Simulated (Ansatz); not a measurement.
System: CsCl-type AuZn (cubic form, which distorts at low temperature). Method: LDA in Ansatz (plane waves, PAW).

Numerical settings: plane-wave cutoff 520 eV, 12×12×12 k mesh, Fermi–Dirac smearing 0.1 eV, perturbation theory, scalar-relativistic PAW data made under PBE.

Cell (relaxed at this level):

```xyz
2
Lattice="3.0958 0.0000 0.0000 0.0000 3.0958 0.0000 0.0000 0.0000 3.0958" Properties=species:S:1:pos:R:3 pbc="T T T"
Zn     1.5479     1.5479     1.5479
Au     0.0000     0.0000     0.0000
```

### Question
What does this level give for the zone-centre TO phonon frequency?

### Answer

* **zone-centre TO phonon frequency**: 148 cm⁻¹

Note: symmetry holds this phase in the static calculation, where it need not be a minimum.

Spin–orbit coupling is not included; it can shift volumes and moduli of such heavy elements.

Cost on a shared machine: very roughly 2.1 core-minutes.

Ansatz is a program for electronic structure.
